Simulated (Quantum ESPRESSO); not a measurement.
Quantum ESPRESSO is run on ScAg (Pm-3m, 2 atoms in the cell), and the run fails. The aim is a self-consistent single point with DFT, PBEsol, plane waves, GBRV 1.5 ultrasoft (PBESOL) pseudopotentials.

Cell that was meant: a = 3.4120 Å, b = 3.4120 Å, c = 3.4120 Å, α = 90.00°, β = 90.00°, γ = 90.00°.

Part of the input:

```fortran
ATOMIC_SPECIES
Sc    44.9559  sc_pbesol_v1.uspp.F.UPF
Ag   107.8682  ag_pbesol_v1.4.uspp.F.UPF
ATOMIC_POSITIONS direct
Sc    0.5000000000    0.5000000000    0.5000000000
Ag    0.0000000000    0.0000000000    0.0000000000
K_POINTS automatic
```

Output, abridged:

```
     This program is part of the open-source Quantum ESPRESSO suite
     for quantum simulation of materials; please cite

 %%%%%%%%%%%%%%%%%%%%%%%%%%%%%%%%%%%%%%%%%%%%%%%%%%%%%%%%%%%%%%%%%%%%%%%%%%%%%%
     Error in routine read_cards (1):
     unknown option for ATOMIC_POSITION: ATOMIC_POSITIONS DIRECT
 %%%%%%%%%%%%%%%%%%%%%%%%%%%%%%%%%%%%%%%%%%%%%%%%%%%%%%%%%%%%%%%%%%%%%%%%%%%%%%

     stopping ...
```

Task: From the messages shown, name the fault and mend the input.

Result: The fault is a value that the program does not know. The key takes a closed list of words, and names differ between codes. To fix it, use one of the words that the key accepts. The program stopped before any SCF iteration.

The sound input it was made from differs as follows (other fixes are possible):
```diff
-ATOMIC_POSITIONS direct
+ATOMIC_POSITIONS crystal
```

With that input, the run converged in 17 iterations: free energy E − TS -5304.0591 eV; Fermi level (on the code's own zero) 13.53 eV; pressure -2.29 GPa (DFT, PBEsol, plane waves, GBRV 1.5 ultrasoft (PBESOL) pseudopotentials).

On the sound input: the starting cell comes from a database of published, mostly measured structures (it also holds non-ambient and calculated ones), without a prior relaxation at this level.
